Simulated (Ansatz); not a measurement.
Results of PBEsol (Ansatz, an electronic-structure program, PAW) for SrTaNO2 (model structure, Pbcm, No. 57, 20 atoms in the cell).

Settings: plane-wave cutoff 520 eV, 6×6×4 k mesh (along the axes of the cell as run), Fermi–Dirac smearing 0.01 eV, scalar-relativistic PAW data made under PBE.

Cell (relaxed at this level):

Space group Pbcm (No. 57); a = 5.731 Å, b = 5.699 Å, c = 7.959 Å, α = β = γ = 90.00°

```json
[
 {"atom": "Sr", "site": "4c", "symmetry": "2..", "x": "0.7386", "y": "0.2500", "z": "0.0000"},
 {"atom": "Ta", "site": "4d", "symmetry": "..m", "x": "0.2364", "y": "0.2573", "z": "0.2500"},
 {"atom": "O", "site": "4d", "symmetry": "..m", "x": "0.5328", "y": "0.4598", "z": "0.2500"},
 {"atom": "O", "site": "4c", "symmetry": "2..", "x": "0.2737", "y": "0.2500", "z": "0.0000"},
 {"atom": "N", "site": "4d", "symmetry": "..m", "x": "0.0229", "y": "0.5189", "z": "0.2500"}
]
```

**Question.** Estimate the band gap that the calculation returns.

**Answer.** 
band gap: 0.81 eV

Note: the relaxation could raise the start's symmetry but not lower it, so the cell can be a saddle point.

Spin–orbit coupling is not included.

The computed numbers hold no vibrational or temperature effects.

A model structure was made by putting elements into a prototype or built by hand; it is no filed structure, need not be a known phase, and can be a saddle point held by its symmetry.
